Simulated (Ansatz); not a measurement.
The starting structures come from a database of crystals and need not be the phases stable at ambient conditions.

 Where the default PAW files enter, the runs use the earlier of Ansatz's two default sets.

By PBEsol, the system below comes out a metal.

Given:

```
Sb
1.0
    3.16464     0.00000     0.00000
    0.00000     4.34376     0.00000
    0.12765     0.00000     4.53807
Sb
2
Direct
  0.04335   0.25000   0.76354
  0.95665   0.75000   0.23646
```

Space group of this cell: P2_1/m. The cell is strained (lengths along the current scaled by 1.03, ions clamped); by PBEsol its mean pressure is -4.1 GPa.

The current flows along the normal of the first two printed cell vectors. No spin-orbit coupling; the value is a mean over 0.1 eV about the Fermi level.

**Question.** Predict the ballistic conductance per area from Ansatz (a program for electronic structure) with PBEsol.

**Answer.** 0.92 × 10¹⁵ S/m² for both spins.
